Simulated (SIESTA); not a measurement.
Input and output of a self-consistent single point for Cu2Te (P6/mmm, 6 atoms in the cell) (SIESTA).

Method of the run: GGA PBEsol with spin-orbit coupling, numerical atomic orbitals DZP, PseudoDojo PBEsol fully relativistic norm-conserving potentials (rewritten from UPF to PSML) in SIESTA 5.4.2.

```
Cu2Te
1.0
    4.37244     0.00000     0.00000
   -2.18622     3.78665     0.00000
    0.00000     0.00000     8.65900
Cu Te
4 2
Direct
  0.66667   0.33333   0.15195
  0.33333   0.66667   0.84805
  0.33333   0.66667   0.15195
  0.66667   0.33333   0.84805
  0.00000   0.00000   0.26619
  0.00000   0.00000   0.73381
```

Reference input (self-consistent single point, DFT, GGA PBEsol, numerical atomic orbitals DZP, PseudoDojo PBEsol standard norm-conserving potentials (rewritten from UPF to PSML)): XC.functional = GGA; XC.authors = PBEsol; potentials = PseudoDojo PBEsol standard; PAO.BasisSize = DZP; PAO.EnergyShift = 0.005 Ry; MeshCutoff = 400 Ry; kgrid.MonkhorstPack = 7 7 3; OccupationFunction = MP; OccupationMPOrder = 0; ElectronicTemperature = 0.136 eV; MaxSCFIterations = 150; SCF.Mixer.Method = Pulay. This run's input differs from it in these lines:

```diff
@@ -1,2 +1,2 @@
-# files in the folder: Cu.psml Te.psml (PseudoDojo PBEsol standard)
+# files in the folder: Cu.psml Te.psml (PseudoDojo PBEsol fully relativistic)
 SystemName  Cu2Te
@@ -39,2 +39,11 @@
 ElectronicTemperature        0.136 eV
+Spin                         spin-orbit
+%block DM.InitSpin
+  1 0.00 0.00 0.00
+  2 0.00 0.00 0.00
+  3 0.00 0.00 0.00
+  4 0.00 0.00 0.00
+  5 0.00 0.00 0.00
+  6 0.00 0.00 0.00
+%endblock DM.InitSpin
```

The program printed (abridged):

```
        iscf     Eharris(eV)        E_KS(eV)     FreeEng(eV)     dDmax    Ef(eV) dHmax(eV)
   scf:    1   -25823.113549   -26149.284552   -26149.425149  0.534400  0.576994 48.668782
     spin moment: {S} , |S| = {    0.00000    0.00000    0.00000 }     0.00000
   scf:    2   -26244.147095   -26289.762070   -26289.795899  0.692409 -3.651794 10.074519
     spin moment: {S} , |S| = {   -0.00000    0.00000   -0.00000 }     0.00000
   scf:    3   -26307.564603   -26301.947537   -26301.961768  0.095992 -3.244196  2.060604
     spin moment: {S} , |S| = {    0.00000    0.00000   -0.00000 }     0.00000
   [... lines left out ...]
     spin moment: {S} , |S| = {   -0.00000    0.00000    0.00000 }     0.00000
   scf:    9   -26302.456704   -26302.456740   -26302.469655  0.000377 -3.210606  0.023934
     spin moment: {S} , |S| = {    0.00000   -0.00000    0.00000 }     0.00000
   scf:   10   -26302.456767   -26302.456804   -26302.469686  0.000343 -3.212796  0.004775
     spin moment: {S} , |S| = {    0.00000   -0.00000    0.00000 }     0.00000
   scf:   11   -26302.456794   -26302.456792   -26302.469687  0.000063 -3.212476  0.000077
     spin moment: {S} , |S| = {    0.00000   -0.00000    0.00000 }     0.00000
SCF Convergence by DM+H criterion
max |DM_out - DM_in|         :     0.0000627672
max |H_out - H_in|      (eV) :     0.0000771918
SCF cycle converged after 11 iterations

Using DM_out to compute the final energy and forces

siesta: E_KS(eV) =           -26302.4568

siesta: E_KS - E_eggbox =    -26302.4568

siesta: Atomic forces (eV/Ang):
     1   -0.000021    0.000012   -0.183293
     2    0.000021   -0.000012    0.183293
     3    0.000021   -0.000012   -0.183293
     4   -0.000021    0.000012    0.183293
     5    0.000000   -0.000000   -0.328569
     6   -0.000000   -0.000000    0.328569
   Tot   -0.000000   -0.000000    0.000000
   Max    0.328569
   Res    0.139503    sqrt( Sum f_i^2 / 3N )
   Max    0.328569    constrained

   [... lines left out ...]
siesta: FreeEng =    -26302.469687
siesta: Cell volume =        143.366264 Ang**3
siesta:         -55.32632331        -68.51294917  kBar
   [... lines left out ...]
     3     0.021675   18.978325    0.000000    0.000000    0.000000   -0.000000  Cu
     4     0.021675   18.978325    0.000000    0.000000   -0.000000    0.000000  Cu
     5    -0.043350   16.043350    0.000000    0.000000    0.000000    0.000000  Te
     6    -0.043350   16.043350    0.000000    0.000000    0.000000   -0.000000  Te
 Total    -0.000000                0.000000    0.000000   -0.000000    0.000000
```

The run converged in 11 iterations. Against the reference run the pressure moves little (-5.60 to -5.53 GPa) and the largest force goes from 0.347 to 0.329 eV/Å.

The starting cell comes from a database of computed structures (which also holds hypothetical and non-ambient phases and stackings), without a prior relaxation at this level. Its lattice was rescaled by a random factor within 2.5 % of one. Values carry the incompleteness of an atom-centred basis. With a pressure of about -6 GPa the cell is away from its equilibrium volume at this level. The run gives no clean gap (levels at the Fermi energy touch, overlap or are partly filled at this smearing), which alone does not show that the compound is a metal.

Cost on one core of a shared machine: roughly 2 min.
